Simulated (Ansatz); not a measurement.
The starting structures come from a database of crystals and need not be the phases stable at ambient conditions.

 Where the default PAW files enter, the runs use the earlier of Ansatz's two default sets.

The decay constant κ of evanescent states in the gap governs leakage through a thin film.

Input:

```
CELL_PARAMETERS angstrom
      4.25374     0.00000     0.00000
      0.00000     8.51186     0.00000
     -0.00454     0.00000     6.19630
ATOMIC_POSITIONS crystal
  Cu 0.54233 0.37360 0.26698
  Cu 0.04233 0.62640 0.76698
  Cu 0.53041 0.87608 0.26958
  Cu 0.03041 0.12392 0.76958
  I  0.04140 0.37517 0.01707
  I  0.54140 0.62483 0.51707
  I  0.03166 0.87474 0.01928
  I  0.53166 0.12526 0.51928
```

Space group of this cell: Pc. The cell is strained (lengths along the current scaled by 1.03, ions clamped); by r2SCAN its mean pressure is -1.1 GPa.

Transport runs along the normal of the first two printed cell vectors.

The gap is the functional's own. No spin-orbit coupling. Mid-gap values are interpolated on the energy grid.

Problem. Give the band gap and the smallest decay constant κ at mid-gap that r2SCAN in Ansatz (an electronic-structure program) yields.

Solution. Gap 1.57 eV on a 8×4×6 mesh; κ = 0.150 1/Å, at the zone centre.
